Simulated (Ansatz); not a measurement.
The parent structure is Be in the bcc (W type) structure (space group Im-3m, No. 229; a cell from a computed database, its experimental status unchecked; relaxed with 0.1 eV smearing).

```
Be
1.0
   -1.24657     1.24657     1.24657
    1.24657    -1.24657     1.24657
    1.24657     1.24657    -1.24657
Be
1
Cartesian
  0.00000   0.00000   0.00000
```

Cartesian axes are those of the cell as printed.

Level of theory: PBEsol in Ansatz (plane waves to 420 eV, PAW, without spin-orbit coupling).

Strains are applied to the cell and any free atomic positions relax; under biaxial strain the out-of-plane vector relaxes too.

One change was made to it. Results:

```tsv
quantity	base	after
energy relative to the base (free energy F)	0 meV/atom	+1.9 meV/atom
shortest interatomic distance	2.159 Å	2.156 Å
```

**Question.** What was done to the base?
A. strain tensor (xx, yy, zz, yz, xz, xy) = (+0.79, +0.58, +0.09, −0.22, +0.75, −0.05) %
B. tensor shear ε_yz = −2.41 %
C. biaxial strain −3.12 %, plane normal [111], relaxed out of plane
D. uniaxial strain ε_xx = +1.34 %

**Answer.** A, strain tensor (xx, yy, zz, yz, xz, xy) = (+0.79, +0.58, +0.09, −0.22, +0.75, −0.05) %. For comparison, the shortest interatomic distance in the other runs: tensor shear ε_yz = −2.41 % gives 2.125 Å; uniaxial strain ε_xx = +1.34 % gives 2.169 Å; biaxial strain −3.12 %, plane normal [111], relaxed out of plane gives 2.099 Å.

No phonon test of stability was made. This is not the structure that Be has at room temperature and ambient pressure.

Ansatz is a program for electronic structure.
